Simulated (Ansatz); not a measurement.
Levels about the gap of amorphous In22WO36 (59 atoms in a cell of 807 Å³, 6.76 g/cm³; zone centre alone, so wide bands show as single levels with stretches between that a denser mesh fills), at the geometry that PBE relaxed, where it gives 0.2 GPa on a denser mesh. The participation number counts the atoms over which a state spreads; weights are charges in smoothed Voronoi cells. The levels come from a single point, so bond lengths are those of that geometry. Method of the levels: PBE, scalar-relativistic without spin-orbit coupling (Ansatz, an electronic-structure program). Sampling: the zone centre alone; Fermi-Dirac width 0.02 eV; no spin polarisation. At PBE the levels at the filled edge of the gap are localised (band-tail or defect states).

Preparation: random packing, a CHGNet melt and quench, and a DFT relaxation. O atoms were pushed apart under 1.9 Å during the dynamics, to hinder bonds among them. The hot cell started wider than the set density and was brought back towards it in steps. It is the lowest in DFT energy of 2 quenches. It is a model cell: composition and starting density were chosen by hand, and all elements were melted together. No dispersion term was used. Its density started from a set value of 6.68 and ended at 6.76 g/cm³. The quench (nominally 51 K/ps over its main leg) was far faster than any real one, so the model tends to hold more defects than a real film. A cell of this size samples the disorder only roughly. Volume and shape were free in the relaxation.

| E - E(highest filled), eV | filling | participation number | largest on | weight O | weight W | weight In |
|---|---|---|---|---|---|---|
| -0.29 | filled | 18.9 | O, 4 neighbours | 0.94 | 0.00 | 0.06 |
| -0.27 | filled | 12.7 | O, 3 neighbours | 0.94 | 0.00 | 0.05 |
| -0.22 | filled | 14.0 | O, 3 neighbours | 0.94 | 0.00 | 0.05 |
| -0.16 | filled | 10.6 | O, 4 neighbours | 0.93 | 0.00 | 0.06 |
| -0.12 | filled | 11.5 | O, 3 neighbours | 0.94 | 0.00 | 0.06 |
| -0.09 | filled | 10.0 | O, 4 neighbours | 0.95 | 0.00 | 0.05 |
| 0.00 | filled | 4.2 | O, 3 neighbours | 0.95 | 0.00 | 0.04 |
| 0.67 | empty | 54.0 | In, 5 neighbours | 0.54 | 0.01 | 0.46 |
| 2.93 | empty | 4.1 | W, 6 neighbours | 0.42 | 0.47 | 0.11 |
| 3.07 | empty | 3.9 | W, 6 neighbours | 0.41 | 0.49 | 0.11 |
| 3.40 | empty | 14.1 | W, 6 neighbours | 0.50 | 0.22 | 0.28 |
| 3.71 | empty | 31.1 | In, 5 neighbours | 0.61 | 0.00 | 0.39 |
| 3.76 | empty | 40.5 | W, 6 neighbours | 0.60 | 0.05 | 0.35 |
| 3.87 | empty | 34.8 | In, 5 neighbours | 0.62 | 0.02 | 0.36 |

Most localised among these is the empty level at +3.07 eV, on a W atom, which has 6 neighbours (O 1.83 Å, O 1.87 Å, O 1.87 Å, O 1.90 Å, O 2.07 Å, O 2.25 Å).
